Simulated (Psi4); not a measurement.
Psi4 1.11, unrestricted WB97X/def2-svpd: Fe(F)(Cl)(NH3)2 ([NH3]->[Fe](<-[NH3])([F])[Cl]), charge 0, multiplicity 5, 11 atoms. The geometry is a generated start, not checked to be a minimum at this level.

| Property | Value |
|---|---|
| task | energy |
| method | wb97x |
| basis | def2-svpd |
| memory | 3 GB |
| maxiter | 100 |
| keys of the molecule block | symmetry c1 |
| scf_type | df (default) |
| e_convergence | 1e-06 (default) |
| d_convergence | 1e-06 (default) |
| dft_radial_points | 75 (default) |
| dft_spherical_points | 302 (default) |
| basis functions | 172 |
| grid points | 238405 |

```xyz
11

Fe     0.0222     0.5278     0.6778
F      1.8406     0.9182     0.9032
Cl    -1.4066     1.3933     1.9989
N      0.1033    -1.9148     0.9128
H     -0.2733    -2.5059     0.1822
H     -0.3355    -2.1794     1.7883
H      1.0970    -2.1069     0.9940
N     -0.2646     1.3448    -1.6217
H     -0.9354     2.1046    -1.6533
H     -0.4986     0.6861    -2.3543
H      0.6509     1.7321    -1.8280
```

Charge 0 and multiplicity 5 are set for this test and not shown to be the ground state.

With the defaults (guess = auto, which took SAD, damping_percentage = 0, diis = true, scf_initial_accelerator = adiis, diis_max_vecs = 10, soscf = false, soscf_start_convergence = 0.01) it converges in 30 SCF iterations. One run each on 2 threads, with these changes:
- diis_max_vecs = 3
- guess = sapgau
- damping_percentage = 60
- guess = core
- guess = huckel
- scf_initial_accelerator = none
- soscf = true, soscf_start_convergence = 0.001
- damping_percentage = 60, diis = false, scf_initial_accelerator = none
- damping_percentage = 20

Task: Name the settings that don't reach the solution of the defaults.

Result: No convergence: damping_percentage = 20; damping_percentage = 60; damping_percentage = 60, diis = false, scf_initial_accelerator = none (the run ends without SCF convergence in 100 iterations). Another solution: guess = core (320 meV higher); guess = sapgau (380 meV higher). The rest reach the solution of the defaults.

| setting | SCF iterations | JK calls | end |
|---|---|---|---|
| scf_initial_accelerator = none | 18 | 19 | same solution |
| guess = huckel | 21 | 52 | same solution |
| soscf = true, soscf_start_convergence = 0.001 | 25 | 51 | same solution |
| the defaults | 30 | 31 | same solution |
| diis_max_vecs = 3 | 82 | 83 | same solution |
| guess = core | 45 | 45 | other solution, 320 meV higher |
| guess = sapgau | 95 | 95 | other solution, 380 meV higher |
| damping_percentage = 20 | 100 | 101 | no convergence |
| damping_percentage = 60 | 100 | 101 | no convergence |
| damping_percentage = 60, diis = false, scf_initial_accelerator = none | 100 | 101 | no convergence |

An SOSCF iteration holds several JK calls; a Hückel guess adds calls on atoms.
